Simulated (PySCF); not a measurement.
PySCF 2.14.0, unrestricted HF/def2-svpd, df: disulfane anion (SS), charge -1, multiplicity 2, 4 atoms. The geometry is a generated start, not checked to be a minimum at this level.

task: energy
method: hf
basis: def2-svpd
two-electron scheme: density fitting
mol.max_memory: 3000 MB
mf.max_cycle: 100
mf.init_guess: minao (default)
mf.DIIS: CDIIS (default)
mf.diis_space: 8 (default)
mf.conv_tol: 1e-09 (default)
basis functions: 70

```xyz
4

S     -0.8973     0.4193     0.5079
S      0.8916     0.4669    -0.4788
H     -1.5325    -0.4452    -0.2941
H      1.5383    -0.4410     0.2651
```

Charge -1 and multiplicity 2 are set for this test and not shown to be the ground state.

One run each on 2 threads, 1 BLAS thread. Values of level_shift (Hartree) tried: 0 (default), 0.1, 0.3, 1.

**Question.** Which value of level_shift (Hartree) needs the fewest Fock builds, and what happens away from it?

**Answer.** Fewest Fock builds: 0 (default) with 16. The count rises to 61 at 1. All converge to one solution.

| level_shift (Hartree) | Fock builds | end |
|---|---|---|
| 0 (default) | 16 | same solution |
| 0.1 | 21 | same solution |
| 0.3 | 31 | same solution |
| 1 | 61 | same solution |
